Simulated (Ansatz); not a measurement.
The starting structures come from a database of crystals and need not be the phases stable at ambient conditions.

By PBEsol, the system below comes out a metal.

Without scattering a metal conducts by its projected Fermi surface.

Input:

```
Ag3Sn
1.0
    5.21544     0.00000     0.00000
    0.00000     6.05643     0.00000
    0.00000     0.00000     4.77458
Ag Sn
6 2
Direct
  0.32454   0.00000   0.50000
  0.67546   0.50000   0.00000
  0.16450   0.25137   0.00000
  0.16450   0.74863   0.00000
  0.83550   0.24863   0.50000
  0.83550   0.75137   0.50000
  0.66961   0.00000   0.00000
  0.33039   0.50000   0.50000
```

The cell is taken as given; by PBEsol it stands under a pressure of -3.3 GPa.

The current flows along the normal of the first two printed cell vectors. No spin-orbit coupling; the value is a mean over 0.1 eV about the Fermi level.

**Question.** State the ballistic conductance per area according to Ansatz (a quantum-chemistry and plane-wave program) with PBEsol.

**Answer.** 0.61 × 10¹⁵ S/m² for both spins.
